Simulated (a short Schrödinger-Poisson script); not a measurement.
System: gated Al0.33Ga0.67N/GaN polarisation-induced gas, at 77 K.

| layer | material | thickness (nm) | Na (cm⁻³) |
|---|---|---|---|
| 1 | Al0.33Ga0.67N | 15 | - |
| 2 | GaN | 6000 | 3e15 |

Constants are typed, rounded textbook-type inputs, not results; the design itself was drawn at random and stands for no fabricated device. Al0.33Ga0.67N: permittivity 9.3, conduction-band edge (eV) 0.462, gap (eV) 4.09, electron mass (mₑ) 0.24, Nv at 300 K (cm⁻³) 4.6e19. GaN: permittivity 9.5, conduction-band edge (eV) 0, gap (eV) 3.43, Nv at 300 K (cm⁻³) 4.6e19.

Channel valleys (confinement mass, in-plane density-of-states mass, number): Γ 0.2, 0.2, 1. At the gate the conduction-band edge of layer 1 lies 1.27 eV − eVg above the Fermi level of the channel; the field vanishes at the back. Sheet of polarisation charge: +1.6e13 e/cm² at 15 nm from the gate. The barrier under the gate holds no holes. Gaps are held at their typed values at every temperature. Mesh 0.08 nm at interfaces.

From a short Schrödinger-Poisson script (our own, NumPy): 1D Poisson equation in equilibrium, electrons quantum, Hartree plus LDA exchange-correlation (BenDaniel-Duke, 40 states a valley, the channel's in-plane mass for all, wave functions free to enter the barrier), parabolic valleys, classical holes, full ionisation, no traps, pinning or gate leakage.

The same stack at other levels of the model or other numerical settings:

```
run                                          sheet density of all electrons at Vg = 0.5 V (cm⁻²)  sheet density of all electrons at Vg = -2.5 V (cm⁻²)  capacitance at Vg = 0.5 V (μF/cm²)  centroid of the channel electrons at Vg = 0.5 V (nm)  rough cost against the base
-------------------------------------------  ---------------------------------------------------  ----------------------------------------------------  ----------------------------------  ----------------------------------------------------  ---------------------------
base                                                                                     1.34e13                                               3.76e12                               0.524                                                  1.50                      about 1
electrons treated as classical, Boltzmann                                                1.44e13                                               4.17e12                               0.545                                                  0.21                        0.008
electrons treated as classical, Fermi-Dirac                                              1.32e13                                               3.79e12                               0.508                                                  1.42                         0.06
electrons treated as quantum, Hartree                                                    1.32e13                                               3.65e12                               0.522                                                  1.65                          0.6
mesh six times as coarse                                                                 1.34e13                                               3.76e12                               0.524                                                  1.44                          0.3
one subband a valley                                                                     1.33e13                                               3.76e12                               0.521                                                  1.32                          0.2
```

The classical rows ignore confinement, and Boltzmann statistics overrate the density once the band edge passes the Fermi level.
